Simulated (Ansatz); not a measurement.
Ge (model structure, within 0.1 Å of Fd-3m, No. 227, 2 atoms in the cell), treated with r²SCAN+SOC (plane waves, PAW; Ansatz, an electronic-structure program).

Numerical settings: plane-wave cutoff 560 eV, 10×10×10 k mesh, Fermi–Dirac smearing 0.01 eV, PAW data made under PBE.

Cell (relaxed with PBE-D3(BJ)):

```yaml
crystal:
  lattice:
    - [3.48953, -2.01544, -0.02608]
    - [3.48953, 2.01544, -0.02608]
    - [-2.30511, 0.00000, 3.30850]
  atoms:
    - { symbol: Ge, position: [0.87505, 0.87505, 0.12505] }
    - { symbol: Ge, position: [0.12495, 0.12495, 0.87495] }
```

Problem. Estimate the band gap that the calculation returns.

Solution. 
- band gap: 0.13 eV (direct)

Note: cell and atoms aren't relaxed at this level (pressure -0.9 GPa).

The computed numbers hold no vibrational or temperature effects.

A model structure was made by putting elements into a prototype or built by hand; here it ended with the formula and space group of a phase in our tables.
